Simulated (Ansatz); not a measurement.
Cubic perovskite CsPbBr3 (cubic high-temperature phase) was calculated with r²SCAN0 in Ansatz (plane waves, PAW).

Settings: plane-wave cutoff 520 eV, 4×4×4 k mesh, Fermi–Dirac smearing 0.01 eV, scalar-relativistic PAW data made under PBE.

The cell has the measured lattice: a = b = c = 5.8740 Å, α = β = γ = 90.00°.

Q: What does this level give for the band gap and direct gap at Γ?

A: 
band gap: 3.00 eV (on the SCF k mesh)
direct gap at Γ: 7.25 eV

Note: held by symmetry at 0 K, a high-temperature phase can be a saddle point; cell and atoms aren't relaxed at this level (pressure 0.7 GPa).

Spin–orbit coupling is not included; with these elements it can move the gap by several tenths of an eV or more.

Computing time: very roughly 8 core-minutes.

Ansatz is a first-principles code.
